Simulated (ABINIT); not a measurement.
## How a calculation on K (Im-3m, 1 atom in the cell) responds to its settings

```
K
1.0
   -2.69756     2.69756     2.69756
    2.69756    -2.69756     2.69756
    2.69756     2.69756    -2.69756
K
1
Direct
  0.00000   0.00000   0.00000
```

Base run A: PBEsol, norm-conserving pseudopotentials (PseudoDojo nc-sr-04 PBEsol standard) (ABINIT), self-consistent single point.

Its settings: pseudos = [K.upf]; ecut = 37 Ha; ixc = -116133; occopt = 6; tsmear = 0.00999582 Ha; ngkpt = 6 6 6; nshiftk = 1; shiftk = 0 0 0; potentials = PseudoDojo nc-sr-04 PBEsol standard; nband = 10; kptopt = 1; nstep = 60; tolvrs = 1e-10.

The starting cell comes from a database of computed structures (which also holds hypothetical and non-ambient phases and stackings), without a prior relaxation at this level.

ΔF is the free energy per atom less that of run A. 

Run A gave: pressure (GPa) -0.29; TS (meV/atom) 12.0; k-points 16.

Runs:
- B: tsmear, ngkpt = 0.00110248 Ha, 4 4 4
- C: tsmear, ngkpt = 0.00367493 Ha, 4 4 4
- D: tsmear, ngkpt = 0.0110248 Ha, 4 4 4
- E: tsmear, ngkpt = 0.00110248 Ha, 5 5 5
- F: tsmear, ngkpt = 0.00367493 Ha, 5 5 5
- G: tsmear, ngkpt = 0.0110248 Ha, 5 5 5
- H: tsmear, ngkpt = 0.00110248 Ha, 6 6 6
- I: tsmear, ngkpt = 0.00367493 Ha, 6 6 6
- J: tsmear, ngkpt = 0.0110248 Ha, 6 6 6
- K: tsmear, ngkpt = 0.00110248 Ha, 7 7 7
- L: tsmear, ngkpt = 0.00367493 Ha, 7 7 7
- M: tsmear, ngkpt = 0.0110248 Ha, 7 7 7

Q: What does run L change against A?

A: The free energy goes down by 11.5 meV/atom and the pressure moves little (-0.29 to -0.32 GPa).

Q: What does run E change against A?

A: The free energy goes down by 5.8 meV/atom and the pressure moves little (-0.29 to -0.32 GPa).

| run | ΔF (meV/atom) | pressure (GPa) | TS (meV/atom) | k-points |
|---|---|---|---|---|
| A | 0.00 | -0.29 | 12.0 | 16 |
| B | 62.6 | -0.23 | 3.2 | 8 |
| C | 55.3 | -0.23 | 10.5 | 8 |
| D | 34.9 | -0.23 | 27.6 | 8 |
| E | -5.8 | -0.32 | 1.4 | 10 |
| F | -9.0 | -0.32 | 4.6 | 10 |
| G | -16.4 | -0.32 | 7.5 | 10 |
| H | 13.5 | -0.29 | 1.8 | 16 |
| I | 9.2 | -0.29 | 6.1 | 16 |
| J | -1.17 | -0.29 | 11.9 | 16 |
| K | -10.8 | -0.32 | 0.4 | 20 |
| L | -11.5 | -0.32 | 0.4 | 20 |
| M | -13.2 | -0.32 | 1.3 | 20 |
